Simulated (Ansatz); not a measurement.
An Ansatz (a program for electronic structure) input for Cd(S,Se) alloy cell Cd2SSe (wurtzite start):

Ansatz 0.2 input:
```yaml
crystal:
  lattice:
    - [8.591179196, 0.000349629, -0.000260039]
    - [-4.29528681, 7.440354292, 0.000260064]
    - [-0.000423831, 0.000244746, 14.046755182]
  atoms:
    - { symbol: Cd, position: [0.161425918, 0.338574087, -0.008666477] }
    - { symbol: Cd, position: [0.167303015, 0.332697081, 0.50411988] }
    - { symbol: Cd, position: [0.159822808, 0.822066349, -0.00141181] }
    - { symbol: Cd, position: [0.165163702, 0.833704876, 0.511608702] }
    - { symbol: Cd, position: [0.677933696, 0.340177162, -0.001411802] }
    - { symbol: Cd, position: [0.666295096, 0.334836184, 0.511608687] }
    - { symbol: Cd, position: [0.667685133, 0.83231489, -0.010131141] }
    - { symbol: Cd, position: [0.667798203, 0.832201691, 0.511645746] }
    - { symbol: Cd, position: [0.338840692, 0.161159371, 0.242685961] }
    - { symbol: Cd, position: [0.339063779, 0.160936272, 0.749106015] }
    - { symbol: Cd, position: [0.329142849, 0.673297131, 0.245801852] }
    - { symbol: Cd, position: [0.338873957, 0.6776901, 0.754437846] }
    - { symbol: Cd, position: [0.826702906, 0.170857256, 0.245801877] }
    - { symbol: Cd, position: [0.822309865, 0.161125918, 0.754437789] }
    - { symbol: Cd, position: [0.838044982, 0.661954986, 0.244747214] }
    - { symbol: Cd, position: [0.833173643, 0.666826274, 0.75337784] }
    - { symbol: Se, position: [0.167304853, 0.33269514, 0.182773768] }
    - { symbol: Se, position: [0.16581563, 0.334184344, 0.693846219] }
    - { symbol: S, position: [0.164974887, 0.83305549, 0.182675256] }
    - { symbol: S, position: [0.163799474, 0.830860123, 0.69363161] }
    - { symbol: S, position: [0.666944453, 0.335025088, 0.182675228] }
    - { symbol: S, position: [0.669139954, 0.336200644, 0.6936316] }
    - { symbol: Se, position: [0.66793274, 0.832067113, 0.18105457] }
    - { symbol: S, position: [0.667626296, 0.832373769, 0.694368548] }
    - { symbol: Se, position: [0.335047413, 0.164952535, 0.435037076] }
    - { symbol: Se, position: [0.334660379, 0.16533966, 0.938944312] }
    - { symbol: Se, position: [0.334635245, 0.669958433, 0.437528018] }
    - { symbol: S, position: [0.334304256, 0.66902535, 0.937012306] }
    - { symbol: Se, position: [0.830041556, 0.165364789, 0.437527999] }
    - { symbol: S, position: [0.830974665, 0.165695826, 0.937012341] }
    - { symbol: Se, position: [0.83360151, 0.666398536, 0.436408024] }
    - { symbol: S, position: [0.833616443, 0.666383534, 0.936114945] }
basis:
  ecutwfc: 420
  ecutrho_ratio: 4
  xc_grid: 2
kpoints:
  mp_grid: { grid: [4, 4, 2] }
hamiltonian:
  xc: pbe
  dispersion: none
  pseudopotentials: { kind: paw }
scf:
  n_extra_bands: 31
  occupations: { method: fermi_dirac, width: 0.01 }
output:
  forces: true
  stress: true
  eigenstates:
    kpoints:
      - [0.0, 0.0, 0.0]
      - [-0.333333, -0.333333, 0.0]
    e_range: [-4.0, 6.0]
    localisation: true
relax:
  f_tol: 0.03
  max_steps: 90
  cell: { stress_tol: 0.15 }
```

The numbers are results of PBE (plane waves to 420 eV, PAW; Ansatz), not measurements. No spin–orbit coupling. Its k-point mesh 4×4×2, Fermi–Dirac width 0.01 eV.

Problem. What does the end of the output print (band table and long remarks left out, numbers rounded to eight decimals)?

Solution. 
```
SCF converged after 6 iterations
Free energy (F): -183060.808204 eV
Harris-Foulkes:  -183060.808204 eV  (|F-HF|=1.75e-10)
Internal energy: -183060.808204 eV  (E = F + TS)
E sigma→0 (E₀):  -183060.808204 eV
Fermi energy:    6.965789 eV
--- Per-component energies (eV) ---
  E_band       = -11463.701183
  E_kinetic    = 9868.989188
  E_local      = -86740.999742  (includes V_loc(G=0)·N_el)
  E_nonlocal   = -3999.757016
  E_hartree    = 40683.313731
  E_xc         = -4431.307596
  E_vxc        = -5021.077374  (∫ρ·V_xc dr)
  E_paw        = -85430.310377  (= ΣΔE_a)
  E_vpaw       = -6937.478857  (= ΣTr[D̂ρ^β])
  E_aug_tail   = -0.004609  (compensation charges beyond the density's cutoff)
  E_ewald      = -53010.731782
  E_smearing   = 0.000000  (= −TS)
  E_closure    = 0.000000  (closes the sum)
  Σ components = -183060.808204   (vs F -183060.808204, Δ=0.00e0)
--- Forces (eV/Å), atoms counted from 1 ---
  atom   1  Cd    -0.00123732     0.00071437    -0.00699257
  atom   2  Cd     0.00218673    -0.00126251    -0.00678595
  atom   3  Cd     0.00047612    -0.00234067    -0.00505903
  atom   4  Cd     0.00061261     0.00008596    -0.00148184
  atom   5  Cd     0.00226514     0.00075800    -0.00505903
  atom   6  Cd     0.00023186    -0.00057352    -0.00148184
  atom   7  Cd    -0.00244297     0.00141045    -0.01496761
  atom   8  Cd     0.00007454    -0.00004304     0.00999116
  atom   9  Cd     0.00059171    -0.00034162    -0.01440272
  atom  10  Cd    -0.00075952     0.00043851     0.00058830
  atom  11  Cd     0.00049416    -0.00009233    -0.00976134
  atom  12  Cd    -0.00149151     0.00015643    -0.00572004
  atom  13  Cd     0.00032704    -0.00038179    -0.00976134
  atom  14  Cd    -0.00088122     0.00121347    -0.00572004
  atom  15  Cd     0.00142720    -0.00082399    -0.00855923
  atom  16  Cd     0.00316300    -0.00182616    -0.00434598
  atom  17  Se     0.00393957    -0.00227451     0.00829808
  atom  18  Se    -0.00085422     0.00049318     0.01214537
  atom  19  S     -0.00089652     0.00467417     0.00443220
  atom  20  S      0.00115091    -0.00080134     0.01483946
  atom  21  S     -0.00449621    -0.00156068     0.00443220
  atom  22  S      0.00126944    -0.00059605     0.01483946
  atom  23  Se    -0.00029976     0.00017307     0.00434953
  atom  24  S     -0.00137787     0.00079551     0.01283629
  atom  25  Se    -0.00261469     0.00150959     0.00467304
  atom  26  Se    -0.00224642     0.00129697     0.00097633
  atom  27  Se    -0.00232306    -0.00143313     0.00518264
  atom  28  S      0.00251295    -0.00085551     0.00403181
  atom  29  Se     0.00007959     0.00272840     0.00518264
  atom  30  S      0.00199737    -0.00174852     0.00403181
  atom  31  Se     0.00127385    -0.00073546    -0.01039306
  atom  32  S     -0.00215240     0.00124269    -0.00033484
  max |Σ_I F_I| component: 3.86e-6 eV/Å
--- Stress (GPa, compression-positive) ---
        0.001383      -0.002276       0.000673
       -0.002276      -0.001245      -0.000389
        0.000673      -0.000389       0.033085
  P = ⅓ Tr σ = 0.0111 GPa (0.111 kbar)
--- Relaxed structure (3 steps of the walk, 3 accepted, 1 SCFs on fresh bases) ---
  F+E_penalty+E_count = -183060.80820415 eV   max|allowed force component| = 1.497e-2 eV/Å   (the final SCF, on the basis selected at the relaxed cell)
  cell:  # Å, volume = 890.6348 Å³
    - [8.57617376, -0.00011163, 0.00086416]
    - [-4.28818355, 7.42712853, -0.00086416]
    - [0.00141308, -0.00081584, 13.98261582]
  atoms:
    - { symbol: Cd, position: [0.16183578, 0.33816422, -0.00819228] }
    - { symbol: Cd, position: [0.16718876, 0.33281124, 0.49915572] }
    - { symbol: Cd, position: [0.16164765, 0.82434338, 0.00040991] }
    - { symbol: Cd, position: [0.16631074, 0.83341307, 0.50872564] }
    - { symbol: Cd, position: [0.67565662, 0.33835235, 0.00040991] }
    - { symbol: Cd, position: [0.66658693, 0.33368926, 0.50872564] }
    - { symbol: Cd, position: [0.66694397, 0.83305603, -0.00798047] }
    - { symbol: Cd, position: [0.66704601, 0.83295399, 0.50961872] }
    - { symbol: Cd, position: [0.33786801, 0.16213199, 0.24310179] }
    - { symbol: Cd, position: [0.33781031, 0.16218969, 0.74777756] }
    - { symbol: Cd, position: [0.33004166, 0.67194208, 0.24708948] }
    - { symbol: Cd, position: [0.33665931, 0.67480943, 0.75230575] }
    - { symbol: Cd, position: [0.82805792, 0.16995834, 0.24708948] }
    - { symbol: Cd, position: [0.82519057, 0.16334069, 0.75230575] }
    - { symbol: Cd, position: [0.83725574, 0.66274426, 0.24752309] }
    - { symbol: Cd, position: [0.83371953, 0.66628047, 0.75270301] }
    - { symbol: Se, position: [0.16627764, 0.33372236, 0.18360086] }
    - { symbol: Se, position: [0.16626146, 0.33373854, 0.69024967] }
    - { symbol: S, position: [0.16450772, 0.83161704, 0.18504218] }
    - { symbol: S, position: [0.16460959, 0.83150436, 0.69224375] }
    - { symbol: S, position: [0.66838296, 0.33549228, 0.18504218] }
    - { symbol: S, position: [0.66849564, 0.33539041, 0.69224375] }
    - { symbol: Se, position: [0.66762246, 0.83237754, 0.18308072] }
    - { symbol: S, position: [0.66735879, 0.83264121, 0.69413906] }
    - { symbol: Se, position: [0.33557954, 0.16442046, 0.43577485] }
    - { symbol: Se, position: [0.33476687, 0.16523313, 0.93868455] }
    - { symbol: Se, position: [0.33525443, 0.67040671, 0.43844844] }
    - { symbol: S, position: [0.33354475, 0.66960562, 0.93655518] }
    - { symbol: Se, position: [0.82959329, 0.16474557, 0.43844844] }
    - { symbol: S, position: [0.83039438, 0.16645525, 0.93655518] }
    - { symbol: Se, position: [0.83346803, 0.66653197, 0.43962899] }
    - { symbol: S, position: [0.83406292, 0.66593708, 0.93749349] }
```

Cost: about 23 core-minutes (a rough figure).
